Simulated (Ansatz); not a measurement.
Formation energy of the localised charge states of O interstitial in metastable alpha Ga2O3 (start: void with 3O nearest; 120-site cell, 2×2×2 Γ-centred sampling) against the Fermi level, Ga-rich (Δμ(O) = -2.99 eV; only phases computed here count, gases as isolated molecules at 0 K). Calculation: PBE, PAW (plane waves to 420 eV; Ansatz, an electronic-structure program).

Charges from +1 to −2 were run; one beyond them could lie lower near a band edge.

Set-up: 120-site cell; 2×2×2 Γ-centred k-points; host gap 2.40 eV; charged states image-corrected; not converged in cell size; flagged in the runs: a doubtful potential alignment, a host whose relaxation on this sampling wasn't shown to rest, a strain field that reaches the edge of the cell.

```tsv
E_F − E_VBM (eV)	q = +1	q = 0	q = −1	q = −2
0.00	5.33	5.92	8.69	10.46
0.30	5.63	5.92	8.39	9.86
0.60	5.93	5.92	8.09	9.26
0.90	6.23	5.92	7.79	8.66
1.20	6.53	5.92	7.49	8.06
1.50	6.83	5.92	7.19	7.46
1.80	7.13	5.92	6.89	6.86
2.10	7.43	5.92	6.59	6.26
2.40	7.73	5.92	6.29	5.66
```

Crossings of the lowest lines: (+1/0) at 0.59 eV; (0/−2) at 2.27 eV.
